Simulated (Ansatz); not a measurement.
Faces of fcc Ag in 1x1 cells, as slabs relaxed from ideal cuts; for each face the lowest of the symmetric, stoichiometric cuts and spin starts that were computed. Real faces may reconstruct in larger cells. No spin-orbit coupling, no Hubbard U.

Calculation: PBE (plane waves to 420 eV, PAW; Ansatz, a quantum-chemistry and plane-wave program).

```csv
face,cell area (Å²),outermost plane spacing of the ideal cut (Å),γ unrelaxed (J/m²),γ relaxed (J/m²),"work function, top face (eV)"
(100),8.60,2.07,0.83,?,?
(110),12.17,1.47,0.91,?,?
(111),7.45,2.40,0.72,0.72,4.46
```

Q: Some entries are withheld; supply them.

A: 
- (100), γ relaxed (J/m²): 0.82
- (100), work function, top face (eV): 4.26
- (110), γ relaxed (J/m²): 0.89
- (110), work function, top face (eV): 4.20
